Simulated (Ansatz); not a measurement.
Al under a change: biaxial strain +2.32 %, plane normal [001], relaxed out of plane

The reference is Al in the fcc (Cu type) structure (space group Fm-3m, No. 225; a = 4.014 Å). Axes: x, y, z lie along the cube axes.

Modification: tensile biaxial strain of 2.32 % in the plane normal to [001], as in epitaxy on a mismatched substrate; the out-of-plane cell vector and the atoms relax.

Calculations: PBEsol (Ansatz, an electronic-structure program; PAW; 420 eV plane waves; no spin-orbit coupling). Γ-centred 20×20×20 mesh, Fermi–Dirac width 0.05 eV.

* **Volume per atom**: 16.53 Å³ (base 16.17 Å³)
* **Energy relative to the base (free energy F)**: +4.1 meV/atom
* **Pressure (mean of the normal stresses, compression positive)**: -1.5 GPa (base 0.0 GPa)
* **Band gap**: zero (base zero)
* **Out-of-plane strain**: -2.40 % (rough)
* **Mean in-plane stress (compression positive)**: -2.3 GPa (rough)

Cost of the whole job for the changed cell (relaxation, final SCF and bands): very roughly 40 core-seconds.

Without a gap, meshes like the base's 20×20×20 leave anisotropic stresses uncertain by several tenths of a GPa, and small strain energies with them. Whether these cells are dynamically stable was not tested.
